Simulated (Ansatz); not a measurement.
## Pressure series in W

Take W in the fcc (Cu type) structure (space group Fm-3m, No. 225) as the base.

```yaml
crystal:
  lattice:
    - [0.00000, 1.99880, 1.99880]
    - [1.99880, 0.00000, 1.99880]
    - [1.99880, 1.99880, 0.00000]
  atoms:
    - { symbol: W, position: [0.00000, 0.00000, 0.00000] }
```

Cell and atoms are relaxed at each pressure.

All numbers come from Ansatz (a first-principles code), PBEsol, PAW, cutoff 420 eV, spin-orbit coupling left out.

Two rows of this table had their results exchanged by mistake.

```json
[
 {"pressure": "pressure −2 GPa", "volume per atom (Å³)": "16.08", "shortest distance (Å)": "2.833", "band gap": "zero"},
 {"pressure": "pressure −1 GPa", "volume per atom (Å³)": "15.89", "shortest distance (Å)": "2.822", "band gap": "zero"},
 {"pressure": "pressure 0.3 GPa", "volume per atom (Å³)": "15.96", "shortest distance (Å)": "2.826", "band gap": "zero"},
 {"pressure": "pressure 0.7 GPa", "volume per atom (Å³)": "15.93", "shortest distance (Å)": "2.825", "band gap": "zero"},
 {"pressure": "pressure 1.5 GPa", "volume per atom (Å³)": "16.03", "shortest distance (Å)": "2.830", "band gap": "zero"},
 {"pressure": "pressure 3 GPa", "volume per atom (Å³)": "15.81", "shortest distance (Å)": "2.817", "band gap": "zero"},
 {"pressure": "pressure 5 GPa", "volume per atom (Å³)": "15.71", "shortest distance (Å)": "2.812", "band gap": "zero"},
 {"pressure": "pressure 7.5 GPa", "volume per atom (Å³)": "15.59", "shortest distance (Å)": "2.804", "band gap": "zero"},
 {"pressure": "pressure 10 GPa", "volume per atom (Å³)": "15.48", "shortest distance (Å)": "2.797", "band gap": "zero"}
]
```

Which two?

The rows for pressure −1 GPa and pressure 1.5 GPa: the volume has to fall steadily with pressure, so 16.03 Å³ belongs to pressure −1 GPa and 15.89 Å³ to pressure 1.5 GPa.

Load acts through the strain it causes; cell and atoms are relaxed under it. No phonon test of stability was made. No other phases were tried under pressure. All final runs are without spin polarisation. This is not the structure that W has at room temperature and ambient pressure.
